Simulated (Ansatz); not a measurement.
For HfO2 (P4₂/nmc, No. 137, 6 atoms in the cell; start mp-1018721; high-temperature phase), PBE in Ansatz (PAW) gives:

lattice constant a: 3.604 Å
c axis length: 5.264 Å

Problem. What does r²SCAN (plane waves, PAW; Ansatz, a program for electronic structure) give for the same quantities?

Solution. 
- lattice constant a: 3.577 Å (drops by 0.7 %)
- lattice parameter c: 5.203 Å (decreases by 1.2 %)

Changes are worked out from the printed values.

Unless a cell is named, each level is at its own relaxed cell (PBE 11.40, r²SCAN 11.09 Å³/atom).

Levels without +SOC leave out spin–orbit coupling, which shifts energies and cells of such heavy elements.

Caveats: the relaxation could not lower the start's symmetry, so the cell can be a saddle point above a distorted one (PBE, r²SCAN). Ansatz's density-functional and Hartree–Fock values are scalar-relativistic unless marked +SOC, with PAW data made under PBE.

A start named mp-… is a Materials Project structure, which need not be a measured phase.
